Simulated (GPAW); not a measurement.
# A short convergence ladder for Al (Fm-3m, 1 atom in the cell)

```yaml
crystal:
  lattice:
    - [0.00000, 2.03107, 2.03107]
    - [2.03107, 0.00000, 2.03107]
    - [2.03107, 2.03107, 0.00000]
  atoms:
    - { symbol: Al, position: [0.00000, 0.00000, 0.00000] }
```

Base method: PBEsol, GPAW PAW datasets PBEsol (made by gpaw-setup) (plane waves; GPAW).

Base settings: mode = pw; ecut = 600 eV; xc = PBEsol; kpts = 14 14 14; mesh shift (steps) = 0 0 0; occupations.name = methfessel-paxton; occupations.width = 0.1 eV; occupations.order = 0; nbands = -7; convergence.forces = 0.001 eV/Å.

The count of work is k-points × plane waves × bands × iterations; it is no time. Core times come from one kind of shared machine, to one figure; runs under 30 s give none.

**The size of a vacancy's supercell**

On Al (Fm-3m, 2 atoms in the cell), and larger cells.

Steps: 2 x 1 x 1 supercell, one Al atom taken out, nothing relaxed; 2 x 2 x 1 supercell, one Al atom taken out, nothing relaxed; and so on, with the mesh thinned in proportion.

Only quantities that move along the ladder and can be compared are tabulated.

| atoms | unrelaxed vacancy energy (eV) | count of work / last | core time / last (rough) |
|---|---|---|---|
| 2 | 0.845 | 0.45 | 0.3 |
| 4 | 1.007 | 0.60 | 0.3 |
| 8 | 0.813 | 0.19 | 0.2 |
| 12 | 0.866 | 1.6 | 2 |
| 18 | 0.854 | 2.5 | 2 |
| 27 | 0.817 | 1.0 | 1 |

Smallest size that holds the unrelaxed vacancy energy within 0.1 eV of the last step, with all finer ones: 8, at 0.19 of the last step's count of work and about 0.2 of the last step's time; the step before is off by 0.19 eV.

On the base run: the starting cell has typed, rounded lattice constants, without a prior relaxation at this level. Its lattice was rescaled by up to half a per cent.
